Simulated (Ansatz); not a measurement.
## BAs (model structure, started from the GeS type, Pnma, No. 62, 8 atoms in the cell)

Computed with PBEsol in Ansatz (plane waves, PAW).

Run with plane-wave cutoff 520 eV, 10×16×10 k mesh (along the axes of the cell as run), Fermi–Dirac smearing 0.05 eV, scalar-relativistic PAW data made under PBE.

Cell (relaxed with PBE-D3(BJ)):

```yaml
crystal:
  lattice:
    - [6.54086, 0.00000, 0.00000]
    - [0.00000, 3.41258, 0.00000]
    - [0.00000, 0.00000, 5.68209]
  atoms:
    - { symbol: B, position: [0.16096, 0.25000, 0.40141] }
    - { symbol: B, position: [0.33904, 0.75000, 0.90141] }
    - { symbol: B, position: [0.83904, 0.75000, 0.59859] }
    - { symbol: B, position: [0.66096, 0.25000, 0.09859] }
    - { symbol: As, position: [0.83551, 0.25000, 0.39169] }
    - { symbol: As, position: [0.66449, 0.75000, 0.89169] }
    - { symbol: As, position: [0.16449, 0.75000, 0.60831] }
    - { symbol: As, position: [0.33551, 0.25000, 0.10831] }
```

For BAs (model structure, started from the GeS type, Pnma, No. 62, 8 atoms in the cell), the band gap is 0.36 eV (on the SCF k mesh).

Note: the relaxation could raise the start's symmetry but not lower it, so the cell can be a saddle point; cell and atoms aren't relaxed at this level.

Spin–orbit coupling is not included.

Computed values are for the static lattice.

It cost roughly 2.1 core-minutes of CPU time.

A model structure was made by putting elements into a prototype or built by hand; it is no filed structure, need not be a known phase, and can be a saddle point held by its symmetry.

Ansatz is an electronic-structure program.
